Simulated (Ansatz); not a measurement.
Given:

```
Bi2Te3
1.0
    2.19778     1.31241    10.46295
   -2.19778     1.31241    10.46295
    0.00000    -2.62482    10.46295
Bi Te
2 3
Direct
  0.39452   0.39452   0.40434
  0.60548   0.60548   0.59566
  0.00000   0.00000   0.00000
  0.22136   0.22136   0.20316
  0.77864   0.77864   0.79684
```

No spin polarisation.

Level of theory: DFT with r2SCAN+rVV10, PAW potentials and a 500 eV plane-wave cutoff in Ansatz (a program for electronic structure), spin-orbit coupling left out, earlier PAW set. k-mesh 9×9×9 (Γ-centred); smearing 0.05 eV (Fermi–Dirac).

Problem. Estimate the valence-band top at Γ (three highest levels, from the VBM).

Solution. 0.00, -0.73, -0.90 eV.

Problem. Predict the electron mass.

Solution. 0.14 mₑ along x, 0.068 mₑ along y, 0.62 mₑ along z (at Γ).

Problem. What is the computed pressure (mean of the normal stresses, compression positive)?

Solution. -1.10 GPa.

Problem. What band gap does the calculation give?

Solution. 0.56 eV.

With Bi and Te present, leaving out spin-orbit coupling can change the band edges. The cells carry an imposed strain or load. Effective masses come from finite differences of ±0.01 Å⁻¹. Whether these cells are dynamically stable was not tested. The cell was made from Bi₂Te₃ in the Bi2Te3 type structure (space group R-3m, No. 166) by this change: uniaxial strain ε_yy = +3.43 %.
